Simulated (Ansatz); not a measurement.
## KCl in the rock salt structure (space group Fm-3m, No. 225)

```yaml
crystal:
  lattice:
    - [0.00000, 3.19058, 3.19058]
    - [3.19058, 0.00000, 3.19058]
    - [3.19058, 3.19058, 0.00000]
  atoms:
    - { symbol: Cl, position: [0.00000, 0.00000, 0.00000] }
    - { symbol: K, position: [0.50000, 0.50000, 0.50000] }
```

The values are results of Ansatz (a program for electronic structure), PBE, PAW, cutoff 420 eV, spin-orbit coupling left out, not measurements. Settings: 9×9×9 k-points, 0.05 eV Fermi–Dirac smearing.

```json
{
  "volume_per_atom": "32.48 Å³",
  "density": "1.91 g/cm³",
  "band_gap": "5.05 eV, direct at Γ",
  "electron_mass": "0.45 mₑ",
  "Lowest conduction-band minima above the VBM": "Γ 5.05 eV",
  "total_energy": "-1310.613 eV/atom (σ→0; compares only within this code and set-up)"
}
```

Effective masses come from finite differences of ±0.01 Å⁻¹. Whether these cells are dynamically stable was not tested.
